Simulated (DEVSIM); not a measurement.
Structure: illuminated Si p-on-n cell, one wavelength, with a back-surface field, at 350 K.

Layer 1 from the left is Si, thickness (μm) 0.0520, Na (cm⁻³) 2.7e18, τn (s) 5.8e-9, τp (s) 3.5e-9, absorption coefficient (cm⁻¹) 610. Layer 2 from the left is Si, thickness (μm) 68.0, Nd (cm⁻³) 7.1e15, τn (s) 1.6e-7, τp (s) 1.6e-7, absorption coefficient (cm⁻¹) 610. Layer 3 from the left is Si, thickness (μm) 0.180, Nd (cm⁻³) 1.8e18, τn (s) 1.6e-7, τp (s) 1.6e-7, absorption coefficient (cm⁻¹) 610.

Left contact: ohmic, minority electron recombination velocity 800 cm/s. Right contact: ohmic, minority hole recombination velocity 200 cm/s. Voltage is applied to the left contact. Recombination: SRH at mid-gap, radiative, Auger. Light enters at the left, 1.5e17 photons cm⁻² s⁻¹, one pass, no reflection. Mobility is μmin + (μ − μmin)/(1 + (N/Nref)^α).

Constants are typed, rounded textbook-type inputs, not results; the design itself was drawn at random and stands for no fabricated device. Values at 300 K; Nc and Nv go as T^1.5, mobilities as T to minus their exponent, the gap by Varshni's rule with the affinity fixed.

Si: gap (eV) 1.124, affinity (eV) 4.05, permittivity 11.7, Nc (cm⁻³) 2.86e19, Nv (cm⁻³) 3.1e19, μn (cm²/Vs) 1417, μp (cm²/Vs) 470, μn,min 52, μp,min 45, Nref,n 9.7e16, Nref,p 2.2e17, αn 0.68, αp 0.72, T exponent of μn 2.3, T exponent of μp 2.2, B (cm³/s) 4.7e-15, Cn (cm⁶/s) 2.8e-31, Cp (cm⁶/s) 9.9e-32, Varshni α (eV/K) 0.000473, Varshni β (K) 636.

Model (solved in DEVSIM): 1D drift-diffusion, Boltzmann statistics, complete ionisation; no tunnelling, impact ionisation, image-force lowering or self-heating.

Dark forward current:

```
|V| (V)  |J| (A/cm²)
-------  -----------
0.05        1.271e-6
0.10        4.465e-6
0.15        1.377e-5
0.20        4.494e-5
0.25       0.0001653
0.30       0.0006889
0.35        0.003161
0.40         0.01537
0.45         0.07619
0.50          0.3604
0.55           1.402
0.60           3.932
0.65           8.400
0.70           15.33
0.75           26.20
0.80           45.58
0.85           87.49
0.90           185.4
0.95           407.5
1.00           885.7
1.05            1823
1.10            3389
```

Problem. Work out the local ideality factor n = ΔV / (kT/q · ln(J2/J1)) between the rows 0.15 and 0.20 V, 0.40 and 0.45 V, 1.05 and 1.10 V.

Solution. kT/q = 30.16 mV. From 0.15 to 0.20 V: ln(4.494e-5/1.377e-5) = 1.183, n = 1.40. From 0.40 to 0.45 V: ln(0.07619/0.01537) = 1.601, n = 1.04, near the 1 of diffusion or emission over a barrier. From 1.05 to 1.10 V: ln(3389/1823) = 0.620, n = 2.67.

Problem. What current could the absorbed light give at most, and what share is collected?

Solution. Σ αd = 4.16, so qΦ(1 − exp(−Σ αd)) = 23.7 mA/cm². The simulated short-circuit current is 10.63 mA/cm², a share of 0.45.

Problem. Estimate the open-circuit voltage by superposition: the voltage at which the dark current equals that short-circuit current.

Solution. Interpolating ln J in the table gives 0.388 V. The simulation gives 0.388 V, the same within the digits that matter. Superposition holds where collection doesn't change with voltage.

Problem. Estimate the fill factor from FF0 = (v − ln(v + 0.72))/(v + 1), v = qVoc/(nkT), with n from the dark curve.

Solution. The rows about Voc, 0.35 and 0.40 V, give n = 1.05, so v = 12.3 and FF0 = 0.731. The simulation gives 0.725, the same within the digits that matter.
